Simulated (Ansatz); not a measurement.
The starting structures come from a database of crystals and need not be the phases stable at ambient conditions.

Inside the gap of an insulator the Bloch states are evanescent, with a wavenumber k + iκ along the transport direction.

Here is the system:

```yaml
crystal:
  lattice:
    - [5.11247, 0.00000, 0.00000]
    - [-2.55623, 6.85921, 0.00176]
    - [2.55623, -1.64648, 6.65867]
  atoms:
    - { symbol: Zn, position: [0.34120, 0.13463, 0.45722] }
    - { symbol: Zn, position: [0.66379, 0.86537, 0.54278] }
    - { symbol: Zn, position: [0.34120, 0.54278, 0.86537] }
    - { symbol: Zn, position: [0.66379, 0.45722, 0.13463] }
    - { symbol: Si, position: [0.86353, 0.35408, 0.64592] }
    - { symbol: Si, position: [0.15538, 0.64592, 0.35408] }
    - { symbol: H, position: [0.67849, 0.12031, 0.12031] }
    - { symbol: H, position: [0.67849, 0.87969, 0.87969] }
    - { symbol: H, position: [0.15231, 0.08902, 0.08902] }
    - { symbol: H, position: [0.15231, 0.91098, 0.91098] }
    - { symbol: O, position: [0.93072, 0.13387, 0.54454] }
    - { symbol: O, position: [0.34138, 0.86613, 0.45546] }
    - { symbol: O, position: [0.93072, 0.45546, 0.86613] }
    - { symbol: O, position: [0.34138, 0.54454, 0.13387] }
    - { symbol: O, position: [0.52877, 0.33612, 0.66388] }
    - { symbol: O, position: [0.85653, 0.66388, 0.33612] }
    - { symbol: O, position: [0.52846, 0.19183, 0.19183] }
    - { symbol: O, position: [0.52846, 0.80817, 0.80817] }
    - { symbol: O, position: [0.09944, 0.50000, 0.50000] }
    - { symbol: O, position: [0.02965, 0.00000, 0.00000] }
```

Space group of this cell: Imm2. The cell was relaxed by PBE-D3(BJ); by r2SCAN its mean pressure is -2.9 GPa.

Transport runs along the normal of the first two printed cell vectors.

The gap is the functional's own, uncorrected, and κ follows it; spin-orbit coupling is left out. Mid-gap values are interpolated between the computed energies.

### Question
Estimate the band gap and the smallest decay constant κ at mid-gap that r2SCAN (Ansatz, an electronic-structure program) returns for this system.

### Answer
Gap 3.76 eV on a 8×8×8 mesh; κ = 0.351 1/Å, at the zone centre.
